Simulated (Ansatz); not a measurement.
Take CuI in the zinc blende structure (space group F-43m, No. 216) as the base.

```
CuI
1.0
    0.00000     2.96966     2.96966
    2.96966     0.00000     2.96966
    2.96966     2.96966     0.00000
Cu I
1 1
Direct
  0.00000   0.00000   0.00000
  0.25000   0.25000   0.25000
```

Cartesian axes are those of the cell as printed.

Level of theory: Ansatz (an electronic-structure program), PBEsol, PAW, cutoff 420 eV, scalar-relativistic without spin-orbit coupling.

Strains are applied to the cell and any free atomic positions relax; under biaxial strain the out-of-plane vector relaxes too.

One change was made to it. Results:

```csv
quantity,base,after
energy relative to the base (free energy F),0 meV/atom,+2.3 meV/atom
"valence-band top at Γ (three highest levels, from the VBM)","0.00, 0.00, 0.00 eV","0.00, 0.00, -0.05 eV"
```

### Question
What was done to the base?
A) biaxial strain −0.83 %, plane normal [111], relaxed out of plane
B) biaxial strain −2.50 %, plane normal [111], relaxed out of plane
C) biaxial strain −0.42 %, plane normal [111], relaxed out of plane
D) biaxial strain −1.25 %, plane normal [111], relaxed out of plane

### Answer
D, biaxial strain −1.25 %, plane normal [111], relaxed out of plane. For comparison, the energy relative to the base in the other runs: biaxial strain −0.42 %, plane normal [111], relaxed out of plane gives +0.3 meV/atom; biaxial strain −2.50 %, plane normal [111], relaxed out of plane gives +9.1 meV/atom; biaxial strain −0.83 %, plane normal [111], relaxed out of plane gives +1.0 meV/atom.

Spin-orbit coupling, missing from the scalar runs, can matter with I. The levels and masses belong to the bands next to the band gap. Stability against distortions was not tested. All final runs are without spin polarisation.
